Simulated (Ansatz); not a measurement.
## Ti2C: pressure series

The reference is Ti$_{2}$C (space group Fd-3m, No. 227; a = 8.549 Å; a cell from a computed database, its experimental status unchecked).

Cell and atoms are relaxed at each pressure.

Calculations: Ansatz (an electronic-structure program) PBEsol, no spin-orbit coupling.

Notes on the quantities. enthalpy: H = E + PV relative to the base's energy.

```json
[
 {"variant": "base", "density": "4.58 g/cm³", "shortest interatomic distance": "208.8 pm", "enthalpy": "–"},
 {"variant": "pressure −2 GPa", "density": "?", "shortest interatomic distance": "?", "enthalpy": "-0.16 eV/atom"},
 {"variant": "pressure −1 GPa", "density": "4.55 g/cm³", "shortest interatomic distance": "209.1 pm", "enthalpy": "-0.08 eV/atom"},
 {"variant": "pressure 0.3 GPa", "density": "4.59 g/cm³", "shortest interatomic distance": "208.7 pm", "enthalpy": "+0.02 eV/atom"},
 {"variant": "pressure 0.7 GPa", "density": "4.60 g/cm³", "shortest interatomic distance": "208.6 pm", "enthalpy": "+0.06 eV/atom"},
 {"variant": "pressure 1.5 GPa", "density": "4.63 g/cm³", "shortest interatomic distance": "208.4 pm", "enthalpy": "+0.12 eV/atom"},
 {"variant": "pressure 3 GPa", "density": "4.67 g/cm³", "shortest interatomic distance": "208.0 pm", "enthalpy": "+0.24 eV/atom"},
 {"variant": "pressure 5 GPa", "density": "4.73 g/cm³", "shortest interatomic distance": "207.4 pm", "enthalpy": "+0.40 eV/atom"},
 {"variant": "pressure 7.5 GPa", "density": "4.80 g/cm³", "shortest interatomic distance": "206.8 pm", "enthalpy": "+0.60 eV/atom"},
 {"variant": "pressure 10 GPa", "density": "4.86 g/cm³", "shortest interatomic distance": "206.2 pm", "enthalpy": "+0.79 eV/atom"}
]
```

Complete the table.


- pressure −2 GPa, density: 4.52 g/cm³
- pressure −2 GPa, shortest interatomic distance: 209.4 pm

Load acts through the strain it causes; cell and atoms are relaxed under it. Stability against distortions was not tested. Competing high-pressure phases were not computed. All final runs are without spin polarisation.
